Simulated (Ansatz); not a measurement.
# Ladder of methods for the equilibrium volume per atom of Na2CrO4 (Cmcm, No. 63)

Reference value: 13.84 Å³/atom (measured, temperature not stated, copied from a table, unchecked, not corrected to a static lattice; as tabulated in Acta Crystallographica B 37, 431 (1981)).

```csv
level (code),value (Å³/atom),difference (%)
LDA (Ansatz),12.73,-8.0
PBEsol (Ansatz),13.69,-1.1
r²SCAN (Ansatz),13.52,-2.3
r²SCAN-D4 (Ansatz),13.35,-3.5
r²SCAN+rVV10 (Ansatz),13.25,-4.3
```

The reference's temperature isn't stated, so close values are not ranked against it. Off by more than 3.8 % (a bound picked here): LDA (-8.0 %), r²SCAN+rVV10 (-4.3 %).

The reference has no zero-point or thermal correction, while the calculations are for a static lattice, so the differences are not the levels' errors alone. A static lattice is as a rule a little smaller than the measured one. The crystal itself was run without spin with LDA, PBEsol, r²SCAN, r²SCAN-D4, r²SCAN+rVV10. Ansatz's density-functional and Hartree–Fock values are scalar-relativistic unless marked +SOC, with PAW data made under PBE.

Differences are worked out from the printed values.

Ansatz is a program for electronic structure.
